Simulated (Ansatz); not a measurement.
Ag interstitial in alpha quartz (start: void with 4O nearest, no. 2; 243-site cell, Γ-point sampling). The numbers are results of PBE, PAW (plane waves to 420 eV; Ansatz, a quantum-chemistry and plane-wave program), not measurements. Total energies of the localised charge states, counted from that of charge +1, and their image corrections (point charge with alignment); the host's valence-band maximum lies at 1.990 eV on the cells' energy zero and its gap is 5.68 eV.

```tsv
charge	moment (μB)	E − E(first) (eV)	correction (eV)
+1	not spin-polarised	0.000	0.399
0	1.0	6.857	0.000
```

Derive the transition levels above the valence-band maximum and say which of them are thermodynamic.

A level is the Fermi energy at which two charges have equal formation energy: ε(q/q′) = [E(q′) + corr(q′) − E(q) − corr(q)] / (q − q′) − E_VBM.
ε(+1/0) = [(6.857 + 0.000) − (0.000 + 0.399)] / 1 − 1.990 = 4.47 eV
Thermodynamic levels at least 0.1 eV inside the gap: (+1/0) at 4.47 eV. They hold to tenths of an eV in this cell. Charges with a result: +1, 0. Others weren't obtained, and one of them could lie lower, also by skipping a charge. The geometries come from one start. Flagged in the runs: a host whose relaxation on this sampling wasn't shown to rest, a strain field that reaches the edge of the cell, zone-centre sampling.
